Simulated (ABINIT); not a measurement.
A self-consistent single point of PtAl2 (Fm-3m, 3 atoms in the cell) with ABINIT.

Method of the run: PBE, norm-conserving pseudopotentials (PseudoDojo nc-sr-05 PBE standard) (plane waves; ABINIT 10.0.3).

The change in words: lattice scaled by 0.98. Reference geometry:
```yaml
crystal:
  lattice:
    - [0.00000, 2.90004, 2.90004]
    - [2.90004, 0.00000, 2.90004]
    - [2.90004, 2.90004, 0.00000]
  atoms:
    - { symbol: Al, position: [0.25000, 0.25000, 0.25000] }
    - { symbol: Al, position: [0.75000, 0.75000, 0.75000] }
    - { symbol: Pt, position: [0.00000, 0.00000, 0.00000] }
```

Reference input (self-consistent single point, DFT, PBE, plane waves, norm-conserving pseudopotentials (PseudoDojo nc-sr-05 PBE standard)): pseudos = [Al.upf, Pt.upf]; ecut = 42 Ha; ixc = 11; occopt = 3; tsmear = 0.1 eV; ngkpt = 13 13 13; nshiftk = 1; shiftk = 0 0 0; potentials = PseudoDojo nc-sr-05 PBE standard; nband = 17; kptopt = 1; nstep = 80. This run's input differs from it in these lines:

```diff
@@ -3,6 +3,6 @@
 pseudos "Al.upf, Pt.upf"
-acell 7.7502801940 7.7502801940 7.7502801940
+acell 7.5952738953 7.5952738953 7.5952738953
 rprim
         -0.0000000000    0.7071067812    0.7071067812
-         0.7071067812    0.0000000000    0.7071067812
+         0.7071067812   -0.0000000000    0.7071067812
          0.7071067812    0.7071067812   -0.0000000000
@@ -13,4 +13,4 @@
 xcart
-         1.4500185000    1.4500185000    1.4500185000
-         4.3500555000    4.3500555000    4.3500555000
+         1.4210180000    1.4210180000    1.4210180000
+         4.2630540000    4.2630540000    4.2630540000
          0.0000000000    0.0000000000    0.0000000000
```

Output, abridged:

```
--- !BeginCycle
solver: {iscf: 7, nstep: 80, nline: 4, wfoptalg: 0, }
tolerances: {tolvrs: 1.00E-12, }
...

     iter   Etot(hartree)      deltaE(h)  residm     vres2
 ETOT  1  -135.17689678217    -1.352E+02 2.013E-01 3.730E+02
 ETOT  2  -135.22502782183    -4.813E-02 7.637E-02 7.076E+02
 ETOT  3  -135.30975187011    -8.472E-02 2.258E-02 3.455E+00
 ETOT  4  -135.31013087446    -3.790E-04 5.636E-03 5.671E-02
 ETOT  5  -135.31013614293    -5.268E-06 4.029E-03 4.243E-03
   [... 2 lines left out ...]
 ETOT  8  -135.31013652132    -1.925E-10 2.086E-03 1.539E-07
 ETOT  9  -135.31013652134    -1.697E-11 7.253E-04 7.682E-11
 ETOT 10  -135.31013652134     2.217E-12 1.441E-03 1.318E-11
 ETOT 11  -135.31013652134    -3.126E-13 3.988E-04 3.085E-15
 At SCF step   11       vres2   =  3.08E-15 < tolvrs=  1.00E-12 =>converged.

 Cartesian components of stress tensor (hartree/bohr^3)
  sigma(1 1)= -7.93052190E-04  sigma(3 2)=  0.00000000E+00
  sigma(2 2)= -7.93052190E-04  sigma(3 1)=  0.00000000E+00
  sigma(3 3)= -7.93052190E-04  sigma(2 1)=  0.00000000E+00

 ----iterations are completed or convergence reached----

 reduced coordinates (array xred) for    3 atoms
       0.250000000000      0.250000000000      0.250000000000
       0.750000000000      0.750000000000      0.750000000000
       0.000000000000      0.000000000000      0.000000000000
 cartesian forces (eV/Angstrom) at end:
    1      0.00000000000000     0.00000000000000    -0.00000000000000
    2     -0.00000000000000    -0.00000000000000     0.00000000000000
   [... lines left out ...]
 Fermi (or HOMO) energy (eV) =  10.30957   Average Vxc (eV)= -11.35745
   [... lines left out ...]
total_energy        : -1.35310136521340E+02
total_energy_eV     : -3.68197606503117E+03
band_energy         : -1.28131423499569E+01
...

-Cartesian components of stress tensor (GPa)         [Pressure=  2.3332E+01 GPa]
- sigma(1 1)= -2.33323970E+01  sigma(3 2)=  0.00000000E+00
- sigma(2 2)= -2.33323970E+01  sigma(3 1)=  0.00000000E+00
- sigma(3 3)= -2.33323970E+01  sigma(2 1)=  0.00000000E+00

 Calculation completed.
```

The run converged in 11 iterations. Against the reference run the free energy goes up by 101 meV/atom and the pressure goes from 11.19 to 23.33 GPa.

The starting cell has typed, rounded lattice constants, without a prior relaxation at this level. Its lattice was rescaled by a random factor within 2.5 % of one. For this run, on top of that: lattice scaled by 0.98. Spin polarisation is off. With a pressure of about 23 GPa the cell is away from its equilibrium volume at this level.

Cost on one core of a shared machine: roughly 6 min.
